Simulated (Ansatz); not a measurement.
Amorphous Ga$_{24}$O$_{37}$Mg, 62 atoms at 4.94 g/cm³, one PBE-relaxed geometry, zone centre. Methods: PBE, scalar-relativistic without spin-orbit coupling (Ansatz, a program for electronic structure); r2SCAN, scalar-relativistic without spin-orbit coupling (Ansatz); HSE06, scalar-relativistic without spin-orbit coupling (Ansatz). Plane waves to 420 eV (r2SCAN 500 eV); exact exchange is cut at the cell's faces. At PBE the levels at the filled edge of the gap are localised (band-tail or defect states), and the nearest spread-out levels lie 1.8 eV apart at the zone centre. All rungs ran without spin polarisation.

A CHGNet melt-quench gave the starting glass, which DFT then relaxed. O atoms were pushed apart under 1.9 Å during the dynamics, to hinder bonds among them. The hot cell started wider than the set density and was brought back towards it in steps. It is the lowest in DFT energy of 2 quenches. It is a model cell: composition and starting density were chosen by hand, and all elements were melted together. No dispersion term was used. Its density started from a set value of 4.94 and ended at 4.94 g/cm³. Cooling (nominally 220 K/ps over its main leg) ran many orders faster than in experiment, which tends to leave more defects and strain. A cell of this size samples the disorder only roughly. The volume was held where the preparation left it, at a PBE pressure of -0.5 GPa (tension). Stress components on the final sampling reach 2.6 GPa.

The relaxation ran on the zone centre alone. At PBE the level gap is 1.54 eV on a 2×2×2 Γ-centred mesh, and the spacing at the zone centre alone 1.53 eV.

### Question
What zone-centre spacing does r2SCAN give, roughly?

### Answer
2.07 eV (+0.54 eV against PBE).

### Question
What zone-centre spacing does HSE06 give, roughly?

### Answer
3.22 eV (+1.70 eV against PBE).

The highest filled and the lowest empty state spread over these numbers of atoms (participation numbers): PBE: 4.6 and 57.0; r2SCAN: 4.6 and 56.4; HSE06: 4.9 and 56.5.
